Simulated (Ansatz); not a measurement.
N interstitial started as a split pair with N in wurtzite AlN (start: split with N; 192-site cell, 2×2×1 shifted sampling). Computed with PBE, PAW (plane waves to 420 eV; Ansatz, a first-principles code). Total energies of the localised charge states, counted from that of charge +1, and their image corrections (point charge with alignment); the host's valence-band maximum lies at 6.946 eV on the cells' energy zero and its gap is 4.03 eV.

```tsv
charge	moment (μB)	E − E(first) (eV)	correction (eV)
+1	2.0	0.000	0.221
0	1.0	8.712	0.001
−1	not spin-polarised	17.240	0.125
```

Task: Derive the transition levels above the valence-band maximum and say which of them are thermodynamic.

Result: A level is the Fermi energy at which two charges have equal formation energy: ε(q/q′) = [E(q′) + corr(q′) − E(q) − corr(q)] / (q − q′) − E_VBM.
ε(+1/0) = [(8.712 + 0.001) − (0.000 + 0.221)] / 1 − 6.946 = 1.55 eV
ε(0/−1) = [(17.240 + 0.125) − (8.712 + 0.001)] / 1 − 6.946 = 1.71 eV
Thermodynamic levels at least 0.1 eV inside the gap: (+1/0) at 1.55 eV; (0/−1) at 1.71 eV. They hold to tenths of an eV in this cell. Charges with a result: +3, +2, +1, 0, −1. Others weren't obtained, and one of them could lie lower, also by skipping a charge. Charge +3 has its level within 0.1 eV of a band edge or past it. Charge +2 has its level within 0.1 eV of a band edge or past it. The geometries come from one start. Flagged in the runs: a host whose relaxation on this sampling wasn't shown to rest, a strain field that reaches the edge of the cell.
